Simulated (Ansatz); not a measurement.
**Ti2AlN (space group P6_3/mmc, No. 194; a cell from a computed database, its experimental status unchecked)**

```
Ti2AlN
1.0
    2.96412     0.00000     0.00000
   -1.48206     2.56700     0.00000
    0.00000     0.00000    13.53408
Ti Al N
4 2 2
Cartesian
  0.00000   1.71133   1.15011
  1.48206   0.85567  12.38397
  1.48206   0.85567   7.91715
  0.00000   1.71133   5.61693
  0.00000   1.71133  10.15056
  1.48206   0.85567   3.38352
  0.00000   0.00000   0.00000
  0.00000   0.00000   6.76704
```

Level of theory: PBEsol (Ansatz, a quantum-chemistry and plane-wave program), no SOC. k-mesh 18×18×4 (Γ-centred); smearing 0.05 eV (Fermi–Dirac).

| Property | Value |
|---|---|
| Volume per atom | 12.87 Å³ |
| Density | 4.41 g/cm³ |
| Band gap | zero |
| Total energy | -1463.993 eV/atom (σ→0; compares only within this code and set-up) |

Whether these cells are dynamically stable was not tested. The final runs are not spin-polarised.
